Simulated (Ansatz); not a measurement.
# Band gap of ZnSe (model structure, started from the BN type, Pm-3n, No. 223, 12 atoms in the cell) at several levels of theory

No measured value is used here.

```
level (code)              value (eV)  cell (Å³/atom)
---------------------  -------------  --------------
LDA (Ansatz)           1.19 (direct)           26.97
PBEsol (Ansatz)        1.23 (direct)           27.93
r²SCAN (Ansatz)        1.78 (direct)           28.38
r²SCAN+rVV10 (Ansatz)  1.75 (direct)           28.04
```

Computed values are for a static lattice. Levels without +SOC have no spin–orbit coupling; where heavier elements are present it shifts gaps, mostly down, and can invert bands.  Each level is taken at its own relaxed cell. Cutoffs differ between the levels. Ansatz's density-functional and Hartree–Fock values are scalar-relativistic unless marked +SOC, with PAW data made under PBE.

A model structure was made by putting elements into a prototype or built by hand; it is no filed structure, need not be a known phase, and can be a saddle point held by its symmetry.

Ansatz is a program for electronic structure.
